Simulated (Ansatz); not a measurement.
The reference is CsPbBr3 in the cubic perovskite structure (space group Pm-3m, No. 221).

```
CsPbBr3
1.0
    5.87207     0.00000     0.00000
    0.00000     5.87207     0.00000
    0.00000     0.00000     5.87207
Cs Pb Br
1 1 3
Direct
  0.00000   0.00000   0.00000
  0.50000   0.50000   0.50000
  0.50000   0.00000   0.50000
  0.00000   0.50000   0.50000
  0.50000   0.50000   0.00000
```

Cartesian axes are those of the cell as printed.

The values are results of Ansatz (an electronic-structure program) PBEsol, spin-orbit coupling left out, not measurements.

Before the change:

The band gap is 1.43 eV. The shortest interatomic distance is 2.936 Å.

Now apply this change: a pure shear with ε_xy = ε_yx = 0.0167; the atoms relax in the strained cell.

Estimate the effect on the energy relative to the base.

The energy rises by 0.6 meV/atom.

What happens to the band gap?

The band gap drops by 0.05 eV, from 1.43 eV to 1.38 eV.

What happens to the stress?

The stress (xx, yy, zz, yz, xz, xy; compression positive) comes out as (0.00, 0.00, 0.00, 0.00, 0.00, -0.14) GPa.

How does this affect the shortest interatomic distance?

The shortest interatomic distance stays 2.936 Å.

With Pb present, leaving out spin-orbit coupling can change the band edges. Stability against distortions was not tested. Many cubic perovskites are stable only at high temperature; tilts and polar distortions were not tested. This is not the structure that CsPbBr3 has at room temperature and ambient pressure.
